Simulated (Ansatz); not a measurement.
Base system: GaN in the wurtzite structure (space group P6_3mc, No. 186; a = 3.152 Å, c = 5.138 Å). Axes: x lies along a and z along c of the hexagonal cell.

All numbers come from LDA (Ansatz, a quantum-chemistry and plane-wave program), spin-orbit coupling left out.

Before the change:

- Pressure = 0.0 kbar

Modification: uniaxial strain ε_zz = +1.20 %, all other strain components held at zero, atoms relaxed at fixed cell.

Q: What does the calculation give for the energy relative to the base after the change?

A: The energy goes up by 2.0 meV/atom.

Q: How does this affect the pressure?

A: The pressure (mean of the normal stresses, compression positive) goes from zero to -23.6 kbar.

Whether these cells are dynamically stable was not tested.
